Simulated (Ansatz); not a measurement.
## Pd under a change: pressure −1 GPa

Start from Pd in the fcc (Cu type) structure (space group Fm-3m, No. 225; a = 3.908 Å).

Perturbation: hydrostatic tension (pressure −1 GPa).

Level of theory: Ansatz (a first-principles code), r2SCAN, PAW, cutoff 500 eV, no spin-orbit coupling. Γ-centred 20×20×20 mesh, Fermi–Dirac width 0.05 eV.

```csv
quantity,base,changed,shift
volume per atom,14.93 Å³,15.01 Å³,+0.08 Å³
lattice parameter a,3.908 Å,3.916 Å,+0.0072 Å
shortest interatomic distance,2.764 Å,2.769 Å,+0.005 Å
enthalpy H = E + PV relative to the base's energy,–,-0.09 eV/atom,–
band gap,zero,zero,–
```

Load acts through the strain it causes; cell and atoms are relaxed under it. No phonon test of stability was made. All final runs are without spin polarisation. Pd has a high density of states at the Fermi level and may be magnetic at this level.
